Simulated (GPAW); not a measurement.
GPAW is run on RbHgI3 (Pm-3m, 5 atoms in the cell), and the run fails. The aim is a self-consistent single point with DFT PBE, plane waves, GPAW PAW datasets PBE (gpaw-data 1.0.1).

Cell that was meant: a = 5.7713 Å, b = 5.7713 Å, c = 5.7713 Å, α = 90.00°, β = 90.00°, γ = 90.00°.

Part of the input:

```python
            occupations=FermiDirac(0.1),
            nbands=-9,
            symmetry={'symmorphic': False, 'tolerance': 0.0005},
            maxiter=3)

atoms.calc = calc
```

Output (repeated stretches shortened):

```
     iter     time        total  log10-change:
                         energy   eigst   dens
iter:   1 --:--:--   -10.181913
iter:   2 --:--:--   -10.063066   -1.46  -1.38
iter:   3 --:--:--    -9.649611   -1.38  -1.41

Did not converge!

Here are some tips:

1) Make sure the geometry and spin-state is physically sound.
2) Use less aggressive density mixing.
3) Solve the eigenvalue problem more accurately at each scf-step.
4) Use a smoother distribution function for the occupation numbers.
5) Try adding more empty states.
6) Use enough k-points.
7) Don't let your structure optimization algorithm take too large steps.
8) Solve the Poisson equation more accurately.
9) Better initial guess for the wave functions.

See details here:

    https://gpaw.readthedocs.io/documentation/convergence.html
Traceback (most recent call last):
   [... frames left out ...]
gpaw.KohnShamConvergenceError: Did not converge!  See text output for help.
```

### Question
What is wrong, and how is it fixed?

### Answer
The fault is an iteration limit that is too low. The loop is cut before its threshold is met, so whatever is printed at the end is not self-consistent. To fix it, raise the limit, or leave it to the default. The run ended unconverged after 3 iterations.

An input that runs soundly differs in these lines (not the only fix; some lines may just follow from the change or write a value another way):
```diff
-            maxiter=3)
+            maxiter=100)
```

With that input, the run converged in 18 iterations: free energy E − TS (from the program's reference atoms) -9.6614 eV; Fermi level (on the code's own zero) 3.38 eV (DFT PBE, plane waves, GPAW PAW datasets PBE (gpaw-data 1.0.1)).

On the sound input: the starting cell was generated: these elements placed on a structure prototype, without a prior relaxation; it need not be a known phase or ordering of this composition. The run gives no clean gap (levels at the Fermi energy touch, overlap or are partly filled at this smearing), which alone does not show that the compound is a metal.
